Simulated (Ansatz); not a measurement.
An Ansatz (an electronic-structure program) run: CsSnI3 with a change (biaxial strain +1.50 %, plane normal [111], relaxed out of plane); DFT with LDA, PAW potentials and a 420 eV plane-wave cutoff in Ansatz, without spin-orbit coupling.

Input:

Ansatz 0.2 input:
```yaml
crystal:
  lattice:
    - [8.6563564262, 0, 0]
    - [4.3281782131, 7.4966245693, 0]
    - [4.3281782131, -2.4988748564, 3.4556040811]
  atoms:
    - { symbol: Cs, position: [0, 0, 0] }
    - { symbol: Sn, position: [0, 0.5, 0.5] }
    - { symbol: I, position: [0.5, 0, 0] }
    - { symbol: I, position: [0, 0.5, 0] }
    - { symbol: I, position: [0.5, 0.5, 0] }
basis: { ecutwfc: 420, ecutrho_ratio: 4, xc_grid: 2, fft_grid_basis: typed }
kpoints: { mp_grid: { grid: [8, 8, 8] } }
hamiltonian:
  xc: lda
  dispersion: none
  pseudopotentials: { kind: paw }
scf: { occupations: { method: fermi_dirac, width: 0.05 } }
relax: { f_tol: 0.005, max_steps: 50, cell: { stress_tol: 0.01, fix: [a, b, gamma] } }
output: { forces: true, stress: true }
checkpoint: { write: state.ck, write_every: 1000 }
```

Output (explanatory and most iteration lines left out):

```
Relaxation: its limit of steps is 50 (relax.max_steps)
Pseudopotential: Cs, paw, valence charge 9
Pseudopotential: Sn, paw, valence charge 14
Pseudopotential: I, paw, valence charge 17
Crystal: 5 atoms, lattice volume = 224.246 Å³
Basis set: ecut = 420 eV, 4391 PW (Γ), exchange–correlation on 120×120×90 points (8 copies of the dense FFT grid, shifted against one another)
Bands: 45, of which v1, the nominal top of the filled ones, is band 37 counted from 1 (36 counted from 0)
Symmetry: 12 space group operations
Space group: R-3m (ITA 166), of the structure as read, at distance tolerance 6.1e-5 Å
k-points: 65 of 512
Functional: x = slater, c = lda
SCF iter   1: F=—  HF=-33456.544602 eV  |F-HF|=—  |Δ(HF+E_count)|=         —  Δρ=4.09e-3  dr2=1.84e-2  ethr=1.77e-3  ⟨swp⟩=10.6  Hψ=15036  notcnv=0  defer=21
SCF iter   2: F=—  HF=-33456.538940 eV  |F-HF|=—  |Δ(HF+E_count)|=   5.66e-3  Δρ=2.12e-3  dr2=5.34e-3  ethr=2.49e-5  ⟨swp⟩=2.1  Hψ=4985  notcnv=0  defer=82
SCF 1 converged in 7 iterations: F = -33456.538374 eV  dr2 = 7.23e-9
relax step   1: F+E_penalty+E_count = -33456.53837433 eV  Δ(F+E_penalty+E_count) = +0.000e0 eV  max|allowed force component| = 1.485e-28 eV/Å  Δτ_max = 0.0000 Å  P = -0.445 GPa  Ω = 224.246 Å³  fix = [a, b, gamma]  reactions: a -0.510, b -0.510 GPa  (7 SCF iters, dr2 threshold 1.00e-7 eV, accepted)
[... steps on the carried basis left out ...]
relax step   3: F+E_penalty+E_count = -33456.54148227 eV  Δ(F+E_penalty+E_count) = -1.342e-3 eV  max|allowed force component| = 1.460e-28 eV/Å  Δτ_max = 0.0000 Å  P = -0.198 GPa  Ω = 221.440 Å³  energy of the carried Pulay correction = +3.763e-4 eV  fix = [a, b, gamma]  reactions: a -0.300, b -0.300 GPa  (5 SCF iters, dr2 threshold 1.02e-7 eV, accepted)
Crystal: 5 atoms, lattice volume = 221.440 Å³
SCF iter   1: F=—  HF=-33456.541077 eV  |F-HF|=—  |Δ(HF+E_count)|=         —  Δρ=1.19e-5  dr2=6.47e-8  ethr=3.83e-7  ⟨swp⟩=3.5  Hψ=22466  notcnv=0
SCF iter   2: F=—  HF=-33456.541100 eV  |F-HF|=—  |Δ(HF+E_count)|=   2.30e-5  Δρ=5.95e-6  dr2=1.88e-8  ethr=8.75e-11  ⟨swp⟩=3.2  Hψ=6712  notcnv=0
SCF 4 converged in 6 iterations: F = -33456.541100 eV  dr2 = 5.58e-13
SCF converged after 6 iterations
Free energy (F): -33456.541100 eV
Internal energy: -33456.540417 eV  (E = F + TS)
E sigma→0 (E₀):  -33456.540758 eV
Entropy (-TS):   -0.000684 eV (-0.137 meV/atom)
Fermi energy:    5.969501 eV
--- Forces (eV/Å), atoms counted from 1 ---
  atom   1  Cs     0.00000000     0.00000000     0.00000000
  atom   2  Sn    -0.00000000     0.00000000     0.00000000
  atom   3  I     -0.00000000    -0.00000000     0.00000000
  atom   4  I     -0.00000000     0.00000000     0.00000000
  atom   5  I      0.00000000    -0.00000000     0.00000000
--- Stress (GPa, compression-positive) ---
       -0.300181      -0.000000       0.000000
        0.000000      -0.300181       0.000000
       -0.000000       0.000000       0.007021
  P = ⅓ Tr σ = -0.1978 GPa (-1.978 kbar)
--- Relaxed structure (3 steps of the walk, 3 accepted, 1 SCFs on fresh bases) ---
  cell:  # Å, volume = 221.4395 Å³
    - [8.656356426198917, 2.073232776879896e-40, -5.716884547090542e-35]
    - [4.328178213099458, 7.496624569300938, -3.61562978779886e-11]
    - [4.328178213099458, -2.498874856417188, 3.412355385219265]
  atoms:
    - { symbol: Cs, position: [7.974854361004529e-37, 7.516104208918791e-36, -1.8577841472273198e-36] }
    - { symbol: Sn, position: [5.551115123125783e-17, 0.5, 0.49999999999999994] }
    - { symbol: I, position: [0.5, 6.92337198354829e-36, 2.7866762209891397e-36] }
    - { symbol: I, position: [3.3861156408833703e-18, 0.49999999999999994, 0.0] }
    - { symbol: I, position: [0.4999999999999999, 0.49999999999999994, 0.0] }
```

With I present, leaving out spin-orbit coupling can change the band edges. No phonon test of stability was made. The cell was made from CsSnI₃ in the cubic perovskite structure (space group Pm-3m, No. 221) by this change: biaxial strain +1.50 %, plane normal [111], relaxed out of plane. Many cubic perovskites are stable only at high temperature; tilts and polar distortions were not tested.
